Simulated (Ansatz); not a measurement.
Start from PbS (space group P6_3/mmc, No. 194; a = 4.951 Å, c = 5.916 Å; a hypothetical phase, not in the database extracts checked). Axes: x lies along a and z along c of the hexagonal cell.

The change: uniaxial strain ε_zz = −2.58 %, all other strain components held at zero; the atoms relax in the strained cell.

Levels (all Ansatz, a quantum-chemistry and plane-wave program, PAW): PBEsol (420 eV, spin-orbit coupling left out); r2SCAN (500 eV, no SOC); HSE06 (420 eV, no SOC).

One geometry, relaxed with PBEsol, under each level:

```csv
level,band gap,lowest conduction level above the VBM at special points,pressure
PBEsol,1.27 eV,H 1.27 eV; L 1.50 eV; Γ 1.69 eV; A 1.99 eV,1.47 GPa
r2SCAN,1.56 eV,H 1.67 eV; L 1.85 eV; Γ 1.95 eV; A 2.24 eV,3.12 GPa
HSE06,(withheld),(withheld),–
```

Problem. Give the withheld HSE06 results.

Solution. 
- HSE06, band gap: 1.89 eV
- HSE06, lowest conduction level above the VBM at special points: H 1.89 eV; L 2.09 eV; Γ 2.29 eV

Single points use the geometry relaxed with PBEsol. Their cutoffs differ, which shifts pressures a little. HSE06 was sampled on its mesh, a few special points and the semilocal edge points, so its gap is an upper bound. Spin-orbit coupling, missing from the scalar runs, can matter with Pb. Stability against distortions was not tested. The base started in P6_3mc and relaxed to P6_3/mmc at this level.
